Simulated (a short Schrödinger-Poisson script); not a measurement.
System: MOS inversion layer, Al2O3 on p-type Si(100), at 300 K.

From the gate side: 2.4 nm Al2O3; 410 nm Si, acceptors 1.1e18 cm⁻³.

Constants are typed, rounded textbook-type inputs, not results; the design itself was drawn at random and stands for no fabricated device. Al2O3: permittivity 9, conduction-band edge (eV) 2.7, gap (eV) 6.8, electron mass (mₑ) 0.3. Si: permittivity 11.7, conduction-band edge (eV) 0, gap (eV) 1.124, Nv at 300 K (cm⁻³) 3.1e19.

Channel valleys (confinement mass, in-plane density-of-states mass, number): Δ2 0.916, 0.19, 2; Δ4 0.19, 0.417, 4. At the gate the conduction-band edge of layer 1 lies 3.01 eV − eVg above the Fermi level of the channel; the field vanishes at the back. Gaps are held at their typed values at every temperature. Mesh 0.03 nm at interfaces.

From a short Schrödinger-Poisson script (our own, NumPy): 1D Poisson equation in equilibrium, electrons quantum, Hartree (BenDaniel-Duke, 12 states a valley, the channel's in-plane mass for all, wave functions ending at the dielectric), parabolic valleys, classical holes, full ionisation, no traps, pinning or gate leakage.

```
Vg (V)  electrons (cm⁻²)  C (μF/cm²)  Δ2 E0 (meV from the Fermi level)  Δ4 E0 (meV from the Fermi level)
------  ----------------  ----------  --------------------------------  --------------------------------
0.4               2.08e9       0.297                             202.0                             280.0
0.45             1.10e10       0.332                             158.8                             238.2
0.5              5.38e10       0.506                             117.3                             198.1
0.55             2.07e11       0.947                              81.8                             164.4
0.6              5.35e11        1.43                              56.2                             140.7
0.65             1.01e12        1.75                              38.4                             125.2
0.7              1.57e12        1.94                              25.2                             114.5
0.75             2.18e12        2.06                              14.9                             106.6
0.8              2.82e12        2.14                               6.1                             100.4
0.85             3.50e12        2.20                              -1.4                              95.2
0.9              4.18e12        2.25                              -8.3                              90.9
0.95             4.89e12        2.28                             -14.5                              87.0
1                5.60e12        2.31                             -20.3                              83.6
1.05             6.32e12        2.34                             -25.8                              80.5
1.1              7.05e12        2.36                             -31.0                              77.7
1.15             7.79e12        2.38                             -36.1                              75.0
1.2              8.53e12        2.40                             -40.9                              72.5
```

Gate voltages with under 1e9 electrons/cm² are left out.

**Question.** At Vg = 1.2 V the lowest Δ2 subband lies at -40.9 meV from the Fermi level. How many electrons does it hold, and what share of all?

**Answer.** The two-dimensional density of states is g m/(πħ²) = 1.59e11 cm⁻² meV⁻¹ (both spins), kT = 25.9 meV, so n = D kT ln(1 + exp(−E/kT)) = 7.26e12 cm⁻², 0.85 of the 8.53e12 cm⁻² in all.

**Question.** Compare the slope of the sheet density between 1.1 and 1.2 V with the geometric capacitance of the layers between gate and channel.

**Answer.** q Δn/ΔV = 2.37 μF/cm²; ε0/Σ(t/ε) = 3.32 μF/cm². The ratio is 0.71: the channel acts as a further capacitance in series.
